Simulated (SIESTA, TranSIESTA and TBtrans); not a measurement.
Run with TranSIESTA and TBtrans (open boundaries, self-consistent; PseudoDojo norm-conserving potentials, scalar-relativistic): Spin polarized, PAO.BasisSize DZP, PAO.EnergyShift 0.15 eV, XC.Authors PBE, Mesh.Cutoff 200 Ry, ElectronicTemperature 300 K, TS.Voltage 0.0 eV, TBT.Elecs.Eta 0.001 eV.

Junction: Ta chain with one Rh atom in place of Ta. Leads: straight Ta chain, spacing 2.35 Å. Geometry: 3 atoms about the centre moved by SIESTA (PBE, DZP) to a largest force of 0.01 eV/Å, all others as built, motion along the axis alone. Transport runs along z; the first 6 and the last 6 of the 21 atoms are the lead cells, repeated to infinity.

```xyz
21
Lattice="9.000 0.000 0.000 0.000 9.000 0.000 0.000 0.000 49.300" Properties=species:S:1:pos:R:3 pbc="F F T"
Ta     4.500     4.500     0.000
Ta     4.500     4.500     2.350
Ta     4.500     4.500     4.700
Ta     4.500     4.500     7.050
Ta     4.500     4.500     9.400
Ta     4.500     4.500    11.750
Ta     4.500     4.500    14.100
Ta     4.500     4.500    16.450
Ta     4.500     4.500    18.800
Ta     4.500     4.500    21.137
Rh     4.500     4.500    23.476
Ta     4.500     4.500    25.812
Ta     4.500     4.500    28.150
Ta     4.500     4.500    30.500
Ta     4.500     4.500    32.850
Ta     4.500     4.500    35.200
Ta     4.500     4.500    37.550
Ta     4.500     4.500    39.900
Ta     4.500     4.500    42.250
Ta     4.500     4.500    44.600
Ta     4.500     4.500    46.950
```
Starting moments (μB): atom 7 +1, atom 8 +1, atom 9 +1, atom 10 +1, atom 11 +1.5, atom 12 +1, atom 13 +1, atom 14 +1, atom 15 +1; lead atoms +1 (left) and +1 (right).

### Question
Give the largest eigenchannel transmissions at the Fermi level (four at most) and the total.

### Answer
Up: 0.90, 0.69, 0.67, 0.67 (total 4.00); down: 0.94, 0.67, 0.67, 0.59 (total 2.87). The magnetic order of the leads was set by the start, and no other order was tried; the separate lead runs end at 1.06 (left) and 1.06 (right) μB an atom. The straight chain is held at its spacing; free chains may zigzag or dimerise. Spin-orbit coupling, left out here, matters for the heavy atoms.
